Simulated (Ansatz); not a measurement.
For PbTe (model structure, started from the PtS type, P4₂/mmc, No. 131, 4 atoms in the cell), PBE (PAW; Ansatz, a first-principles code) gives:

| Quantity | Value |
|---|---|
| lattice constant a | 4.516 Å |
| c axis length | 8.814 Å |
| enthalpy of formation | 0.005 eV/atom |

**Question.** What does PBE-D3(BJ) (plane waves, PAW; Ansatz) give for the same quantities?

**Answer.** 
- lattice constant a: 4.342 Å (falls by 3.9 %)
- lattice parameter c: 8.985 Å (rises by 1.9 %)
- formation enthalpy: 0.105 eV/atom (rises by 0.100 eV/atom)

Changes are worked out from the printed values.

Unless a cell is named, each level is at its own relaxed cell (PBE 44.93, PBE-D3(BJ) 42.35 Å³/atom).

Levels without +SOC leave out spin–orbit coupling, which shifts energies and cells of such heavy elements.

Caveats: a distance lies near a switch of the dispersion term, which can move the cell (PBE-D3(BJ)). Ansatz's density-functional and Hartree–Fock values are scalar-relativistic unless marked +SOC, with PAW data made under PBE.

A model structure was made by putting elements into a prototype or built by hand; it is no filed structure, need not be a known phase, and can be a saddle point held by its symmetry.
